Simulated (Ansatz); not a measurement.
The parent structure is CaB2C2 (space group I4/mcm, No. 140; a = 5.345 Å, c = 7.393 Å; a cell from a computed database, its experimental status unchecked).

The values are results of Ansatz (a first-principles code), r2SCAN, PAW, cutoff 500 eV, spin-orbit coupling left out, earlier PAW set, not measurements.

Before the change:

| Quantity | Value |
|---|---|
| Gap character | indirect, Γ–X (57 % along) → Γ–M (86 % along) |
| Band gap | 0.68 eV |

One thing is altered: the cell is scaled by 0.9558 in all directions; the atoms relax in the strained cell.

**Question.** Predict the new gap character and band gap.

**Answer.** The gap character stays indirect, Γ–X (57 % along) → Γ–M (86 % along); the band gap falls by 0.106 eV, from 0.68 eV to 0.58 eV.

Stability against distortions was not tested.
